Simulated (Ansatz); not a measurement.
## HgTe, response to strain

The parent structure is HgTe in the zinc blende structure (space group F-43m, No. 216; a = 6.5098 Å). Axes: x, y, z lie along the cube axes.

Strains are applied to the cell and any free atomic positions relax.

All numbers come from plane-wave PAW DFT at the PBEsol level (Ansatz, a first-principles code, 420 eV), scalar-relativistic without spin-orbit coupling.

Notes on the quantities. pressure: mean of the normal stresses, compression positive; energy relative to the base: free energy F.

```tsv
case	pressure	energy relative to the base	volume per atom
base	0.0 GPa	0 meV/atom	34.48 Å³
uniaxial strain ε_zz = −1.50 %	0.7 GPa	+1.3 meV/atom	33.97 Å³
uniaxial strain ε_zz = −1.00 %	…	+0.6 meV/atom	34.14 Å³
uniaxial strain ε_zz = −0.50 %	…	+0.1 meV/atom	34.31 Å³
uniaxial strain ε_zz = +0.50 %	-0.2 GPa	+0.1 meV/atom	34.66 Å³
uniaxial strain ε_zz = +1.00 %	-0.4 GPa	+0.6 meV/atom	34.83 Å³
uniaxial strain ε_zz = +1.50 %	-0.6 GPa	+1.3 meV/atom	35.00 Å³
uniaxial strain ε_zz = +2.00 %	-0.8 GPa	…	35.17 Å³
uniaxial strain ε_zz = +2.50 %	-1.0 GPa	+3.5 meV/atom	35.35 Å³
uniaxial strain ε_zz = +3.00 %	-1.2 GPa	…	35.52 Å³
```

Question: What belongs in the blanks?

Answer: 
- uniaxial strain ε_zz = −1.00 %, pressure: 0.4 GPa
- uniaxial strain ε_zz = −0.50 %, pressure: 0.2 GPa
- uniaxial strain ε_zz = +2.00 %, energy relative to the base: +2.2 meV/atom
- uniaxial strain ε_zz = +3.00 %, energy relative to the base: +4.9 meV/atom

The mesh was chosen for an insulator and is coarse for the gapless case. Whether these cells are dynamically stable was not tested. All final runs are without spin polarisation.
